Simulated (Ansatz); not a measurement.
This concerns the surface energy of the NaC16 slab, the mean of its two faces, with the listed reservoirs for the atoms in excess. Reaction: 16 C (graphite) + Na (bcc) → cell A.

Cell A: a slab of composition NaC16 built on C (graphite, P6₃/mmc) (0001), with 8 atoms on that crystal's sites, 17 atoms, hexagonal cell of 4.93 Å (21.0 Å²), symmetry P6/mmm within 0.02 Å, 4.6 Å thick under 15 Å of vacuum, in-plane vectors held at the crystal's; planes from bottom to top: C8 | Na | C8; foreign atoms: Na bound to 12 C at 2.69 Å; spin state with PBE: no moments, k-point mesh 7×7×1.
```yaml
crystal:
  lattice:
    - [4.92992, 0.00000, 0.00000]
    - [-2.46496, 4.26944, 0.00000]
    - [0.00000, 0.00000, 19.13178]
  atoms:
    - { symbol: C, position: [0.16694, 0.33389, 0.38073] }
    - { symbol: C, position: [0.33389, 0.16694, 0.38073] }
    - { symbol: C, position: [0.16694, 0.83306, 0.38073] }
    - { symbol: C, position: [0.33333, 0.66667, 0.38108] }
    - { symbol: C, position: [0.66667, 0.33333, 0.38108] }
    - { symbol: C, position: [0.83306, 0.16694, 0.38073] }
    - { symbol: C, position: [0.66611, 0.83306, 0.38073] }
    - { symbol: C, position: [0.83306, 0.66611, 0.38073] }
    - { symbol: Na, position: [0.00000, 0.00000, 0.50000] }
    - { symbol: C, position: [0.16694, 0.33389, 0.61927] }
    - { symbol: C, position: [0.33389, 0.16694, 0.61927] }
    - { symbol: C, position: [0.16694, 0.83306, 0.61927] }
    - { symbol: C, position: [0.33333, 0.66667, 0.61892] }
    - { symbol: C, position: [0.66667, 0.33333, 0.61892] }
    - { symbol: C, position: [0.83306, 0.16694, 0.61927] }
    - { symbol: C, position: [0.66611, 0.83306, 0.61927] }
    - { symbol: C, position: [0.83306, 0.66611, 0.61927] }
```

Reference: C (graphite, P6₃/mmc), 16 atoms in the cell, the relaxed perfect crystal repeated, atoms not moved again, k-point mesh 7×7×4 on the run's own vectors.

Reference: Na (bcc, Im-3m), 1 atom in the cell, k-point mesh 20×20×20 on the run's own vectors. Conventional cell: a = 4.0843 Å, b = 4.0843 Å, c = 4.0843 Å, α = 90.00°, β = 90.00°, γ = 90.00°.

Computed with Ansatz (plane waves, PAW), its PAW set soft_1, cutoff 420 eV, 500 eV for r2SCAN. The structures are at rest with PBE+D3(BJ), within the held lattices; other levels are single points on them. Neutral cells; Fermi-Dirac smearing of at most 0.10 eV in the solids, energies taken to zero width. The lattices are those relaxed with PBE+D3(BJ) or held as stated, so at other levels the solids can be strained, which adds to the spread. A dispersion term (D3(BJ), or D4 for r2SCAN) was computed beside these levels and is taken off wherever the name lacks it. Nuclei at rest; no vibrational terms. No structure search was made; lower ones may exist. No correction for cell size. Cell A has symmetry P6/mmm within 0.02 Å and got no random move, so less symmetric positions, which may lie lower, weren't tried.

Levels: PBE, PBE+D3(BJ), LDA, RPBE, r2SCAN, r2SCAN+D4.

Task: Is the change downhill or uphill at each level?

Result: too close to call: PBE (-0.02), LDA (0.04), r2SCAN (0.04); uphill: PBE+D3(BJ) (0.35), r2SCAN+D4 (0.24); downhill: RPBE (-0.07) (values in J/m²; within 0.05 J/m² of zero counts as too close to call). The levels shown span 0.42 J/m², from RPBE (-0.07) to PBE+D3(BJ) (0.35). They disagree on the sign.

Ansatz is a program for electronic structure.
